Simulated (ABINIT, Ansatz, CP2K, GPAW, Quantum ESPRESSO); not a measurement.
**One structure in several programs: Ga₂Pt (Fm-3m, 3 atoms in the cell)**

Self-consistent single point, at a second geometry (lattice scaled by 0.98). First geometry:

```xyz
3
Lattice="0.0000 2.9679 2.9679 2.9679 0.0000 2.9679 2.9679 2.9679 0.0000" Properties=species:S:1:pos:R:3 pbc="T T T"
Ga     4.4519     4.4519     4.4519
Ga     1.4840     1.4840     1.4840
Pt     0.0000     0.0000     0.0000
```

Shared settings, as Ansatz (a program for electronic structure) writes them: kpoints.mp_grid.grid = 8 8 8; scf.occupations.method = gaussian; scf.occupations.width = 0.02 Ry. Potentials and cutoffs stand in the table.

```
code                                                                                       model  ΔF from the first geometry (meV/atom)  pressure (GPa)       cutoff
----------------  ------------------------------------------------------------------------------  -------------------------------------  --------------  -----------
ABINIT            PBEsol, norm-conserving pseudopotentials (PseudoDojo nc-sr-04 PBEsol standard)                                   22.4            8.27        42 Ha
GPAW                                       PBEsol, GPAW PAW datasets PBEsol (made by gpaw-setup)                                   25.0            8.87       600 eV
CP2K                  PBEsol, GPW, DZVP-MOLOPT-PBE-GTH basis, GTH-PBE potentials (POTENTIAL_UZH)                                   31.0            9.88  grid 600 Ry
Ansatz                                                           PBEsol, PAW files made with PBE                                   21.2            8.02      default
Quantum ESPRESSO           PBEsol, PseudoDojo standard norm-conserving (PBESOL) pseudopotentials                                   22.4            8.28        85 Ry
```

On Ansatz's run: spin-orbit coupling is off. Spin polarisation is off.

The spread over the programs that give each value: ΔF from the first geometry within 9.8 meV/atom; pressure within 1.86 GPa.

CP2K uses small atom-centred bases, whose incompleteness enters pressures, forces and empty levels differently from a plane-wave cutoff. Ansatz's pressure is given at a fixed set of plane waves, as the other plane-wave codes print theirs; with its correction for the finite basis it is 8.08 GPa. In the pressure, CP2K (by 1.60) lies more than 1 GPa from the median of the plane-wave programs.

The starting cell comes from a database of computed structures (which also holds hypothetical and non-ambient phases and stackings), without a prior relaxation at this level. For this run, on top of that: lattice scaled by 0.98.

Left out of this page: Elk and FLEUR (not drawn, or without a comparable value); SIESTA (unsound by tests on forces, stress, charge or solver warnings).

Keys are those of Ansatz 0.2.
